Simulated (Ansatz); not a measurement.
An Ansatz (a first-principles code) input (r2SCAN/PAW in Ansatz, no spin-orbit coupling, earlier PAW set):

Ansatz 0.2 input:
```yaml
crystal:
  lattice:
    - [0, 2.8793008685, 2.8793008685]
    - [2.8793008685, 0, 2.8793008685]
    - [2.8793008685, 2.8793008685, 0]
  atoms:
    - { symbol: S, position: [0, 0, 0] }
    - { symbol: S, position: [0.25, 0.25, 0.25] }
basis: { ecutwfc: 500, ecutrho_ratio: 4, xc_grid: 4, fft_grid_basis: typed }
kpoints: { mp_grid: { grid: [14, 14, 14] } }
hamiltonian:
  xc: r2scan
  dispersion: none
  pseudopotentials: { azcp: { folder: ./paw }, kind: paw }
scf: { occupations: { method: fermi_dirac, width: 0.05 }, convergence: { dr2_threshold: 0.0000000002 } }
output: { forces: true, stress: true }
checkpoint: { write: state.ck, write_every: 1000 }
```

Problem. Which symmetry and how many k-points will the program report, and about how many plane waves at Γ?

Solution. Space group Fd-3m (ITA 227) with 48 operations, k-points 104 of 2744, and 1243 plane waves at Γ.

Whether these cells are dynamically stable was not tested. The cell was made from C by this change: C → S; the result is a hypothetical phase, not in the database extracts checked.
